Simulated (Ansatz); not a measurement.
The starting structures come from a database of crystals and need not be the phases stable at ambient conditions.

 Where the default PAW files enter, the runs use the earlier of Ansatz's two default sets.

## Evanescent states of Ba$_{2}$TaBiO$_{6}$ (Fm-3m, not sure to be the ambient phase, 10 atoms a cell, 16.4 Å³ an atom, -4 GPa at this level) along the normal of (111)

Level of theory: r2SCAN (plane waves, PAW; Ansatz, a program for electronic structure).

The gap is the functional's own, uncorrected, and κ follows it; spin-orbit coupling is left out. Mid-gap values are interpolated between the computed energies.

Energies count from the valence-band top; κ is the least over a 6×6 mesh across the current.

```
E (eV)  κ (1/Å)  where
------  -------  -----
0.07      0.081  off Γ
0.23      0.137  off Γ
0.38      0.173  off Γ
0.53      0.200  off Γ
0.68      0.222  off Γ
0.82        [?]  off Γ
0.97        [?]  off Γ
1.12        [?]  off Γ
1.27        [?]  off Γ
1.43      0.283  off Γ
1.57        [?]  off Γ
1.73        [?]  off Γ
1.88        [?]  off Γ
2.02        [?]  off Γ
2.17        [?]  off Γ
2.33      0.283  off Γ
2.48      0.261  off Γ
2.62      0.232  off Γ
2.77      0.195  off Γ
2.92      0.139  off Γ
```

Question: Complete the blanks.

Answer: 
- 0.82, κ (1/Å): 0.239
- 0.97, κ (1/Å): 0.254
- 1.12, κ (1/Å): 0.266
- 1.27, κ (1/Å): 0.276
- 1.57, κ (1/Å): 0.289
- 1.73, κ (1/Å): 0.293
- 1.88, κ (1/Å): 0.295
- 2.02, κ (1/Å): 0.294
- 2.17, κ (1/Å): 0.292
